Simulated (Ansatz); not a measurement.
Results of PBEsol (Ansatz, a first-principles code, PAW) for SiC (model structure, started from the BN type, Pm-3n, No. 223, 12 atoms in the cell).

Numerical settings: plane-wave cutoff 520 eV, 6×6×6 k mesh, Fermi–Dirac smearing 0.01 eV, scalar-relativistic PAW data made under PBE.

Computed at the level's own relaxed cell.

```
CELL_PARAMETERS angstrom
      5.33128     0.00000     0.00000
      0.00000     5.33128     0.00000
      0.00000     0.00000     5.33128
ATOMIC_POSITIONS crystal
  Si 0.25000 0.00000 0.50000
  Si 0.50000 0.25000 0.00000
  Si 0.50000 0.75000 0.00000
  Si 0.75000 0.00000 0.50000
  Si 0.00000 0.50000 0.75000
  Si 0.00000 0.50000 0.25000
  C  0.25000 0.50000 0.00000
  C  0.00000 0.25000 0.50000
  C  0.00000 0.75000 0.50000
  C  0.75000 0.50000 0.00000
  C  0.50000 0.00000 0.75000
  C  0.50000 0.00000 0.25000
```

List the 33 lowest band energies at Γ above −25 eV (eV, relative to the valence band maximum), grouping those that round alike.

At Γ: -15.19, -12.88 (×2), -10.26 (×3), -8.56 (×2), -7.30, -7.17 (×3), -3.71 (×3), -2.56 (×3), -2.02 (×3), 0.00 (×3), 2.76 (×3), 3.15, 3.55, 4.75 (×3), 6.07.

Note: the relaxation could raise the start's symmetry but not lower it, so the cell can be a saddle point.

A model structure was made by putting elements into a prototype or built by hand; it is no filed structure, need not be a known phase, and can be a saddle point held by its symmetry.
